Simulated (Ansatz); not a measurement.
Results of r²SCAN0 (plane waves, PAW; Ansatz, a quantum-chemistry and plane-wave program) for cubic perovskite KZnF₃.

Input file:

Ansatz 0.2 input:
```yaml
crystal:
  lattice:
    - [4.055, 0.0, 0.0]
    - [0.0, 4.055, 0.0]
    - [0.0, 0.0, 4.055]
  atoms:
    - { symbol: K, position: [0.0, 0.0, 0.0] }
    - { symbol: Zn, position: [0.5, 0.5, 0.5] }
    - { symbol: F, position: [0.5, 0.0, 0.5] }
    - { symbol: F, position: [0.0, 0.5, 0.5] }
    - { symbol: F, position: [0.5, 0.5, 0.0] }
basis:
  ecutwfc: 520
  ecutrho_ratio: 4
  xc_grid: 3
kpoints:
  mp_grid: { grid: [6, 6, 6] }
hamiltonian:
  xc: r2scan0
  dispersion: none
  pseudopotentials: { kind: paw }
scf:
  occupations: { method: fermi_dirac, width: 0.01 }
  convergence: { dr2_threshold: 0.0000000005 }
output:
  forces: true
  stress: true
  eigenvalues: true
```

### Question
How many irreducible k-points, plane waves at Γ does the program set up, and what pressure does the run end with?

### Answer
20 irreducible k-points, 1791 plane waves at Γ; P = -1.87 GPa, so the cell is stretched on average and its volume would shrink at this level.

Output (set-up and result lines):

```
WARN output.stress: scf.exx.energy_threshold = 1e-6 eV is looser than the 5e-8 eV advised for a stress under a hybrid functional (1e-8 eV for each atom of the …
Crystal: 5 atoms, lattice volume = 66.676 Å³
Basis set: ecut = 520 eV, 1791 PW (Γ), exchange–correlation on 96×96×96 points (27 copies of the dense FFT grid, shifted against one another)
Bands: 26, of which v1, the nominal top of the filled ones, is band 21 counted from 1 (20 counted from 0)
Symmetry: 48 space group operations
Space group: Pm-3m (ITA 221), of the structure as read, at distance tolerance 4.1e-5 Å
k-points: 20 of 216
Functional: x = r2scan, c = r2scan; τ floored in thin density (d = 2e-4 eV/Å³), warm-up for x = 0.75 r2scan + 0.25 exact, c = r2scan; τ floored in thin density (d = 2e-4 eV/Å³)
SCF iter   1: F=—  HF=-7302.861021 eV  |F-HF|=—  |Δ(HF+E_count)|=         —  Δρ=1.35e-2  dr2=6.49e-2  dr2_τ=8.16e-2
SCF iter   2: F=—  HF=-7302.906857 eV  |F-HF|=—  |Δ(HF+E_count)|=   4.58e-2  Δρ=3.74e-3  dr2=3.07e-3  dr2_τ=1.02e-3
  ...
Crystal: 5 atoms, lattice volume = 66.676 Å³
Initial density: handed on by an earlier stage of this run
Functional: x = 0.75 r2scan + 0.25 exact, c = r2scan; τ floored in thin density (d = 2e-4 eV/Å³)
Crystal: 5 atoms, lattice volume = 66.676 Å³
SCF iter   5: F=—  HF=-7300.243643 eV  |F-HF|=—  |Δ(HF+E_count)|=   1.88e-8  Δρ=3.03e-6  dr2=3.71e-9  dr2_τ=2.36e-10
SCF iter   6: F=-7300.243643 eV  HF=-7300.243643 eV  |F-HF|=6.37e-12  |Δ(HF+E_count)|=   1.28e-9  Δρ=1.80e-7  dr2=6.17e-11  dr2_τ=7.71e-13
SCF 3 converged in 6 iterations: F = -7300.243643 eV  dr2 = 6.17e-11
Free energy (F): -7300.243643 eV
Internal energy: -7300.243643 eV  (E = F + TS)
E sigma→0 (E₀):  -7300.243643 eV
Fermi energy:    5.412254 eV
--- Forces (eV/Å), atoms counted from 1 ---
  atom   1  K     -0.00000000    -0.00000000    -0.00000000
  atom   2  Zn     0.00000000    -0.00000000    -0.00000000
  atom   3  F     -0.00000000    -0.00000000     0.00000000
  atom   4  F      0.00000000    -0.00000000     0.00000000
  atom   5  F     -0.00000000     0.00000000     0.00000000
--- Stress (GPa, compression-positive) ---
       -1.867267       0.000000      -0.000000
       -0.000000      -1.867267       0.000000
        0.000000       0.000000      -1.867267
  P = ⅓ Tr σ = -1.8673 GPa (-18.673 kbar)
```

The PAW data were made under PBE.

Note: cell and atoms aren't relaxed at this level (pressure -1.9 GPa).

The result took around 100 core-seconds (rough).
